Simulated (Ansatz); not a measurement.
HfO2, element substitutions

Base system: HfO₂ in the rutile structure (space group P4_2/mnm, No. 136; a cell from a computed database, its experimental status unchecked).

```xyz
6
Lattice="4.8301 0.0000 0.0000 0.0000 4.8301 0.0000 0.0000 0.0000 3.2097" Properties=species:S:1:pos:R:3 pbc="T T T"
Hf     0.0000     0.0000     0.0000
Hf     2.4151     2.4151     1.6049
O      0.9417     3.8884     1.6049
O      3.8884     0.9417     1.6049
O      3.3568     3.3568     0.0000
O      1.4733     1.4733     0.0000
```

Each row replaces one element on all its sites; cell and atoms are relaxed.

Computed with PBEsol (Ansatz, a program for electronic structure; PAW; 420 eV plane waves; spin-orbit coupling left out).

```csv
case,band gap,volume per atom
base,3.89 eV,12.48 Å³
O → Te,[?],31.19 Å³
Hf → Ti,[?],[?]
O → S,[?],22.09 Å³
```

Task: What belongs in the blanks?

Result: 
- O → Te, band gap: zero
- Hf → Ti, band gap: 1.87 eV
- Hf → Ti, volume per atom: 10.33 Å³
- O → S, band gap: 0.26 eV

Spin-orbit coupling, missing from the scalar runs, can matter with Hf and Te. Stability against distortions was not tested. As relaxed here, HfTe2 and HfS2 are hypothetical phases, not in the database extracts checked. The final runs are not spin-polarised. This is not the structure that HfO2 has at room temperature and ambient pressure. A zero or small gap of HfTe2 and HfS2 can be the functional's error rather than a property of the material.
